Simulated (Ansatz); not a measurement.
Consider TiN in the rock salt structure (space group Fm-3m, No. 225; a = 4.2040 Å). Axes: x, y, z lie along the cube axes.

Structures relaxed with Ansatz (a first-principles code), PBEsol, PAW, cutoff 420 eV, no spin-orbit coupling.

Base:

Simulated powder pattern, Cu Kα1, λ = 1.54056 Å (kinematic, ideal powder, no thermal factors, no anomalous dispersion; the 10 strongest lines at most, above 2 %, up to 2θ = 90°):

```csv
2θ (°),I/Imax (%),hkl
37.01,68,(111)
42.99,100,(200)
62.43,55,(220)
74.85,24,(311)
78.80,17,(222)
```

The change: biaxial strain −0.29 %, plane normal [111], relaxed out of plane (Cartesian); in-plane vectors clamped, the third vector and the atoms free.

After the change:

Simulated powder pattern, Cu Kα1, λ = 1.54056 Å (kinematic, ideal powder, no thermal factors, no anomalous dispersion; the 10 strongest lines at most, above 2 %, up to 2θ = 90°):

```csv
2θ (°),I/Imax (%),hkl
36.93,17,(111)
37.10,51,(1 1 -1)
43.05,100,(200)
62.40,28,(220)
62.63,27,(2 0 -2)
74.78,6.1,(311)
74.98,12,(3 1 -1)
75.09,6.0,(1 1 -3)
78.61,4.3,(222)
79.02,13,(2 2 -2)
```

The indices refer to the base's conventional cell; one index is shown for lines that coincide. The space group is now R-3m (No. 166).

Stability against distortions was not tested. All final runs are without spin polarisation. An odd electron count without spin: TiN.
